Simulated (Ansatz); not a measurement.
Here is the system:

```
CELL_PARAMETERS angstrom
      0.00000     3.01738     3.01738
      3.01738     0.00000     3.01738
      3.01738     3.01738     0.00000
ATOMIC_POSITIONS crystal
  Cu 0.00000 0.00000 0.00000
  I  0.25000 0.25000 0.25000
```

No spin polarisation.

Level of theory: plane-wave PAW DFT at the PBE level (Ansatz, an electronic-structure program, 420 eV), scalar-relativistic without spin-orbit coupling. Γ-centred 9×9×9 mesh, Fermi–Dirac width 0.05 eV.

Task: Predict the band gap and electron mass.

Result: 
```json
{
 "band_gap": "1.16 eV",
 "electron_mass": "0.15 mₑ (at Γ)"
}
```

With I present, leaving out spin-orbit coupling can change the band edges. Load acts through the strain it causes; cell and atoms are relaxed under it. Masses are band curvatures over ±0.01 Å⁻¹ around the edge. Whether these cells are dynamically stable was not tested. All final runs are without spin polarisation. The cell was made from CuI in the zinc blende structure (space group F-43m, No. 216) by this change: pressure 0.9 GPa.
